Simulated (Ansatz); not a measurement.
Electronic density of states of amorphous Si8Al22O49, density 2.68 g/cm³, on a 2×2×2 Γ-centred mesh with a Gaussian width of 0.1 eV; energies count from the Fermi level, whose place inside the gap is arbitrary. Cell and mesh are small, so fine structure isn't converged. These are PBE, scalar-relativistic without spin-orbit coupling (plane waves to 420 eV, PAW; Ansatz, a first-principles code) values and carry that method's errors. Sampling: a 2×2×2 Γ-centred mesh; Fermi-Dirac width 0.02 eV; no spin polarisation. At PBE the levels at the filled edge of the gap are localised (band-tail or defect states), and the nearest spread-out levels lie 4.6 eV apart at the zone centre.

It comes from a melt-quench run on a machine-learned potential (CHGNet), relaxed afterwards by DFT. O atoms were pushed apart under 1.9 Å during the dynamics, to hinder bonds among them. The hot cell started wider than the set density and was brought back towards it in steps. It is the lowest in DFT energy of 2 quenches. It is a model cell: composition and starting density were chosen by hand, and all elements were melted together. No dispersion term was used. Its density started from a set value of 2.77 and ended at 2.68 g/cm³. Cooling (nominally 310 K/ps over its main leg) ran many orders faster than in experiment, which tends to leave more defects and strain. Values belong to this one cell and scatter from quench to quench. Volume and shape were free in the relaxation.

```csv
E - EF (eV),states/(eV atom)
-12.00,0.00
-11.90,0.00
-11.80,0.00
-11.70,0.00
-11.60,0.00
-11.50,0.00
-11.40,0.00
-11.30,0.00
-11.20,0.00
-11.10,0.00
-11.00,0.00
-10.90,0.04
-10.80,0.13
-10.70,0.08
-10.60,0.01
-10.50,0.00
-10.40,0.01
-10.30,0.09
-10.20,0.15
-10.10,0.14
-10.00,0.09
-9.90,0.02
-9.80,0.01
-9.70,0.06
-9.60,0.13
-9.50,0.06
-9.40,0.03
-9.30,0.07
-9.20,0.09
-9.10,0.06
-9.00,0.08
-8.90,0.12
-8.80,0.15
-8.70,0.28
-8.60,0.32
-8.50,0.26
-8.40,0.20
-8.30,0.25
-8.20,0.31
-8.10,0.30
-8.00,0.30
-7.90,0.35
-7.80,0.41
-7.70,0.39
-7.60,0.34
-7.50,0.39
-7.40,0.44
-7.30,0.43
-7.20,0.41
-7.10,0.39
-7.00,0.37
-6.90,0.39
-6.80,0.44
-6.70,0.51
-6.60,0.53
-6.50,0.50
-6.40,0.52
-6.30,0.53
-6.20,0.50
-6.10,0.50
-6.00,0.50
-5.90,0.52
-5.80,0.62
-5.70,0.65
-5.60,0.59
-5.50,0.59
-5.40,0.57
-5.30,0.54
-5.20,0.59
-5.10,0.61
-5.00,0.61
-4.90,0.65
-4.80,0.65
-4.70,0.62
-4.60,0.58
-4.50,0.63
-4.40,0.59
-4.30,0.61
-4.20,0.69
-4.10,0.74
-4.00,0.67
-3.90,0.63
-3.80,0.64
-3.70,0.72
-3.60,0.76
-3.50,0.69
-3.40,0.67
-3.30,0.68
-3.20,0.69
-3.10,0.66
-3.00,0.63
-2.90,0.65
-2.80,0.62
-2.70,0.59
-2.60,0.55
-2.50,0.37
-2.40,0.44
-2.30,0.58
-2.20,0.48
-2.10,0.36
-2.00,0.38
-1.90,0.23
-1.80,0.15
-1.70,0.05
-1.60,0.00
-1.50,0.00
-1.40,0.00
-1.30,0.00
-1.20,0.00
-1.10,0.00
-1.00,0.00
-0.90,0.00
-0.80,0.00
-0.70,0.00
-0.60,0.00
-0.50,0.00
-0.40,0.00
-0.30,0.00
-0.20,0.00
-0.10,0.00
0.00,0.00
0.10,0.00
0.20,0.00
0.30,0.00
0.40,0.00
0.50,0.00
0.60,0.00
0.70,0.00
0.80,0.00
0.90,0.00
1.00,0.00
1.10,0.00
1.20,0.00
1.30,0.00
1.40,0.00
1.50,0.00
1.60,0.00
1.70,0.01
1.80,0.01
1.90,0.00
2.00,0.00
2.10,0.00
2.20,0.01
2.30,0.04
2.40,0.04
2.50,0.03
2.60,0.06
2.70,0.05
2.80,0.06
2.90,0.05
3.00,0.05
3.10,0.05
3.20,0.07
3.30,0.05
3.40,0.05
3.50,0.07
3.60,0.06
3.70,0.06
3.80,0.08
3.90,0.10
4.00,0.12
4.10,0.17
4.20,0.15
4.30,0.11
4.40,0.14
4.50,0.18
4.60,0.17
4.70,0.14
4.80,0.19
4.90,0.19
5.00,0.22
5.10,0.26
5.20,0.34
5.30,0.37
5.40,0.32
5.50,0.28
5.60,0.32
5.70,0.33
5.80,0.34
5.90,0.37
6.00,0.37
6.10,0.35
6.20,0.37
```

The level gap on this mesh is 3.55 eV; the broadening fills part of it in the curve.
